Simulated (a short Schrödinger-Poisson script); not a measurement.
System: MOS inversion layer, SiO2 on p-type Si(111), at 300 K.

```tsv
layer	material	thickness (nm)	Na (cm⁻³)
1	SiO2	3.9	-
2	Si	450	9.1e17
```

Constants are typed, rounded textbook-type inputs, not results; the design itself was drawn at random and stands for no fabricated device. SiO2: permittivity 3.9, conduction-band edge (eV) 3.15, gap (eV) 9, electron mass (mₑ) 0.5. Si: permittivity 11.7, conduction-band edge (eV) 0, gap (eV) 1.124, Nv at 300 K (cm⁻³) 3.1e19.

Channel valleys (confinement mass, in-plane density-of-states mass, number): Δ6 0.258, 0.358, 6. At the gate the conduction-band edge of layer 1 lies 3.21 eV − eVg above the Fermi level of the channel; the field vanishes at the back. Gaps are held at their typed values at every temperature. Mesh 0.03 nm at interfaces.

From a short Schrödinger-Poisson script (our own, NumPy): 1D Poisson equation in equilibrium, electrons quantum, Hartree (BenDaniel-Duke, 12 states a valley, the channel's in-plane mass for all, wave functions ending at the dielectric), parabolic valleys, classical holes, full ionisation, no traps, pinning or gate leakage.

The same stack at other levels of the model or other numerical settings:

```tsv
run	sheet density of all electrons at Vg = 2.85 V (cm⁻²)	sheet density of all electrons at Vg = 1.05 V (cm⁻²)	capacitance at Vg = 2.85 V (μF/cm²)	centroid of the channel electrons at Vg = 2.85 V (nm)	rough cost against the base
base	9.79e12	1.17e12	0.793	1.74	about 1
electrons treated as classical, Boltzmann	(withheld)	1.93e12	(withheld)	0.30	0.04
electrons treated as classical, Fermi-Dirac	1.11e13	(withheld)	0.842	0.48	0.2
mesh six times as coarse	9.80e12	1.17e12	0.793	1.73	0.3
one subband a valley	9.79e12	1.17e12	0.793	1.74	0.6
```

Problem. Fill in the missing entries.

Solution. 
- electrons treated as classical, Fermi-Dirac, sheet density of all electrons at Vg = 1.05 V (cm⁻²): 1.88e12
- electrons treated as classical, Boltzmann, capacitance at Vg = 2.85 V (μF/cm²): 0.867
- electrons treated as classical, Boltzmann, sheet density of all electrons at Vg = 2.85 V (cm⁻²): 1.15e13

The classical rows ignore confinement, and Boltzmann statistics overrate the density once the band edge passes the Fermi level.
